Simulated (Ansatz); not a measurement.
Start from GaAs in the zinc blende structure (space group F-43m, No. 216).

```
CELL_PARAMETERS angstrom
      0.00000     2.83278     2.83278
      2.83278     0.00000     2.83278
      2.83278     2.83278     0.00000
ATOMIC_POSITIONS crystal
  As 0.75000 0.75000 0.75000
  Ga 0.00000 0.00000 0.00000
```

Level of theory: r2SCAN, PAW, 500 eV (Ansatz, a first-principles code; no SOC), earlier PAW set.

One change was made to it. Results:

```json
[
 {"quantity": "gap character", "base": "direct at Γ", "after": "indirect, Γ → Γ–X (87 % along)"},
 {"quantity": "shortest interatomic distance", "base": "245.3 pm", "after": "233.5 pm"},
 {"quantity": "hole mass (degenerate bands, along [100])", "base": "0.051, 0.34, 0.34 mₑ (at Γ)", "after": "0.099, 0.29, 0.29 mₑ (at Γ)"}
]
```

Q: Name the change that was made.
(A) pressure 0.9 GPa
(B) pressure 15 GPa
(C) pressure −2 GPa

A: B, pressure 15 GPa. For comparison, the gap character in the other runs: pressure −2 GPa gives direct at Γ; pressure 0.9 GPa gives direct at Γ.

Load acts through the strain it causes; cell and atoms are relaxed under it. Effective masses come from finite differences of ±0.01 Å⁻¹. Stability against distortions was not tested. Tetrahedral semiconductors of this kind turn to denser phases somewhere between about 1 and 50 GPa; those were not computed, so compressed cells here can lie past the real transition.
